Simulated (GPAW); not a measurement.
A self-consistent single point of WSi2 (P1, 3 atoms in the cell) with GPAW.

Method of the run: LDA (Perdew-Wang 92), GPAW PAW datasets LDA (gpaw-data 1.0.1) (plane waves; GPAW).

```
WSi2
1.0
   -1.60500     1.60500     3.91500
    1.60500    -1.60500     3.91500
    1.60500     1.60500    -3.91500
Si W
2 1
Direct
  0.66474   0.66077   0.99957
  0.32434   0.33524   0.97244
  0.01092   0.00399   0.02799
```

Reference input (self-consistent single point, DFT PBE, plane waves, GPAW PAW datasets PBE (gpaw-data 1.0.1)): mode = pw; ecut = 600 eV; xc = PBE; kpts = 7 7 9; mesh shift (steps) = 0 0 0; occupations.name = methfessel-paxton; occupations.width = 0.136 eV; occupations.order = 0; nbands = -7; convergence.forces = 0.001 eV/Å; symmetry.symmorphic = false; symmetry.tolerance = 0.0005. This run's input differs from it in these lines:

```diff
@@ -14,3 +14,3 @@
 calc = GPAW(mode=PW(600),
-            xc='PBE',
+            xc='LDA',
             kpts=(7, 7, 9),
```

Its files differ too (potentials: GPAW PAW datasets LDA (gpaw-data 1.0.1)).

Output, abridged:

```
     iter     time        total  log10-change:
                         energy   eigst   dens  force
iter:   1 --:--:--   -25.907120
iter:   2 --:--:--   -25.936529   -1.16  -1.19
iter:   3 --:--:--   -25.879157   -1.49  -1.20
iter:   4 --:--:--   -25.867680   -3.54  -1.82
iter:   5 --:--:--   -25.820652   -1.97  -1.85
iter:   6 --:--:--   -25.821220   -2.88  -2.02
iter:   7 --:--:--   -25.817456c  -3.74  -2.22
iter:   8 --:--:--   -25.816537c  -4.75  -2.57
iter:   9 --:--:--   -25.815029c  -3.91  -2.66
iter:  10 --:--:--   -25.814969c  -4.26  -2.92
iter:  11 --:--:--   -25.814852c  -5.17  -3.03
   [... 2 lines left out ...]
iter:  14 --:--:--   -25.814818c  -6.03  -3.60
iter:  15 --:--:--   -25.814818c  -7.26  -3.81
iter:  16 --:--:--   -25.814817c  -7.04  -3.85
iter:  17 --:--:--   -25.814820c  -7.38  -3.86
iter:  18 --:--:--   -25.814819c  -7.56c -3.90
iter:  19 --:--:--   -25.814818c  -7.42c -3.92
iter:  20 --:--:--   -25.814819c  -7.64c -3.95
iter:  21 --:--:--   -25.814817c  -7.37  -4.02c
iter:  22 --:--:--   -25.814817c  -8.38c -4.12c
iter:  23 --:--:--   -25.814816c  -7.31  -4.18c
iter:  24 --:--:--   -25.814816c  -8.65c -4.73c -2.02
iter:  25 --:--:--   -25.814816c  -9.85c -4.76c -3.49c
Converged after 25 iterations.

Dipole moment: (0.089848, -0.397613, -0.863283) |e|*Ang

Energy contributions relative to reference atoms: (reference = -454233.532580)

Kinetic:        +23.133946
Potential:      -18.600904
External:        +0.000000
XC:             -30.225031
Entropy (-ST):   -0.001808
Local:           -0.121924
SIC:             +0.000000
--------------------------
Free energy:    -25.815720
Extrapolated:   -25.814816

Showing only first 2 kpts
 Kpt  Band  Eigenvalues  Occupancy
  0     9      9.76727    2.00000
  0    10     12.83653    0.00000
  0    11     15.15115    0.00000
  0    12     15.28946    0.00000

  1     9     10.66055    2.00000
  1    10     11.20442    2.00000
  1    11     14.83047    0.00000
  1    12     15.50305    0.00000

Fermi level: 12.38132

No gap
No difference between direct/indirect transitions
Energy (eV): -25.814816

Forces in eV/Ang:
  0 Si    0.12569    0.04606    0.31890
  1 Si    0.50001    1.00204   -1.44050
  2 W    -0.62574   -1.04818    1.12164

Stress tensor:
     0.010746    -0.006812     0.005356
    -0.006812     0.014192     0.010212
     0.005356     0.010212     0.008835
Stress (GPa, Voigt): [ 1.7217  2.2738  1.4155  1.6361  0.8582 -1.0914]
```

The run converged in 25 iterations. GPAW prints stress with tension positive. Against the reference run the pressure goes from 7.59 to -1.80 GPa and the largest force goes from 2.083 to 1.825 eV/Å.

The starting cell has typed, rounded lattice constants, without a prior relaxation at this level. Its atoms were displaced at random from the sites of space group no. 139. Spin polarisation is off. Forces in this geometry exceed 1 eV/Å.

Cost on one core of a shared machine: roughly 6 min.
